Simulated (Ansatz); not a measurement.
**Convergence study of the k-point mesh for Nb (Im-3m, 1 atom in the cell)**

```xyz
1
Lattice="-1.6583 1.6583 1.6583 1.6583 -1.6583 1.6583 1.6583 1.6583 -1.6583" Properties=species:S:1:pos:R:3 pbc="T T T"
Nb     0.0000     0.0000     0.0000
```

Method of the run: PBE (plane waves, PAW; Ansatz, an electronic-structure program).

Base settings: basis.ecutwfc = 30.9 Ry; kpoints.mp_grid.grid = 14 14 14; hamiltonian.xc = pbe; hamiltonian.pseudopotentials = {kind: paw} (the program's default PAW files); scf.occupations.method = fermi_dirac; scf.occupations.width = 0.0073 Ry.

The second cell is the first with its lattice scaled by 0.98.

Only quantities that move along the ladder and can be compared are tabulated.

The count of work is k-points × plane waves × bands × iterations; it is no time. 

The starting cell has typed, rounded lattice constants, without a prior relaxation at this level. Its lattice was rescaled by up to half a per cent. Spin polarisation is off. Ansatz's pressure includes its estimate of the finite-basis (Pulay) stress.

Steps (kpoints.mp_grid.grid): 2 2 2; 3 3 3; 4 4 4; 5 5 5; 6 6 6; 7 7 7; 8 8 8; 9 9 9; 10 10 10; 11 11 11; 12 12 12; 13 13 13; 14 14 14; 15 15 15; 16 16 16; 18 18 18; 20 20 20; 22 22 22; 24 24 24; 27 27 27; 30 30 30; 33 33 33; 37 37 37; 41 41 41; 46 46 46.

What is the coarsest kpoints.mp_grid.grid that holds the pressure within 0.1 GPa of the last step, with all finer ones?

18 18 18, at 0.079 of the last step's count of work; the step before is off by 0.14 GPa.

What is the coarsest kpoints.mp_grid.grid that holds the energy of the compressed cell less the first within 2 meV/atom of the last step, with all finer ones?

14 14 14, at 0.042 of the last step's count of work; the step before is off by 2.5 meV/atom.

What is the coarsest kpoints.mp_grid.grid that holds the free energy within 2 meV/atom of the last step, with all finer ones?

15 15 15, at 0.049 of the last step's count of work; the step before is off by 2.4 meV/atom.

```tsv
kpoints.mp_grid.grid	free energy less the last step's (meV/atom)	energy of the compressed cell less the first (meV/atom)	pressure (GPa)	count of work / last
2 2 2	-1054.86	-118.19	-21.65	0.0012
3 3 3	-128.55	21.16	-1.71	0.0016
4 4 4	-28.52	59.21	2.52	0.0033
5 5 5	43.50	24.56	-1.49	0.0041
6 6 6	19.65	12.02	-3.00	0.0065
7 7 7	9.44	32.43	-0.33	0.0081
8 8 8	-23.45	33.93	-0.56	0.012
9 9 9	-6.15	29.03	-1.10	0.014
10 10 10	17.69	31.52	-0.47	0.019
11 11 11	4.69	34.22	-0.34	0.023
12 12 12	-7.19	29.70	-1.06	0.029
13 13 13	-2.66	28.32	-1.08	0.034
14 14 14	2.35	32.18	-0.53	0.042
15 15 15	0.95	32.39	-0.61	0.049
16 16 16	-0.27	29.94	-0.91	0.059
18 18 18	-0.36	31.39	-0.69	0.079
20 20 20	0.42	30.47	-0.81	0.10
22 22 22	-0.26	31.00	-0.76	0.13
24 24 24	0.14	30.70	-0.77	0.17
27 27 27	-0.03	30.62	-0.79	0.23
30 30 30	0.00	30.81	-0.78	0.31
33 33 33	-0.03	30.83	-0.77	0.39
37 37 37	-0.01	30.80	-0.78	0.54
41 41 41	0.00	30.80	-0.77	0.72
46 46 46	0.00	30.81	-0.77	1.0
```

Keys are those of Ansatz 0.2.
